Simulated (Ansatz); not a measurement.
Base system: W (space group Pm-3n, No. 223; a = 5.033 Å). Axes: x, y, z lie along the cube axes.

Method: PBEsol (Ansatz, a program for electronic structure), spin-orbit coupling left out.

Before the change:

The shortest interatomic distance is 251.7 pm.

Modification: biaxial strain +4.92 %, plane normal [111], relaxed out of plane (Cartesian); in-plane vectors clamped, the third vector and the atoms free.

Question: Predict the new energy relative to the base and shortest interatomic distance.

Answer: The energy rises by 93 meV/atom; the shortest interatomic distance goes up by 4.3 pm, from 251.7 pm to 256.0 pm.

Without a gap, meshes like the base's 9×9×9 leave anisotropic stresses uncertain by several tenths of a GPa, and small strain energies with them. Whether these cells are dynamically stable was not tested. The final runs are not spin-polarised. This is not the structure that W has at room temperature and ambient pressure.
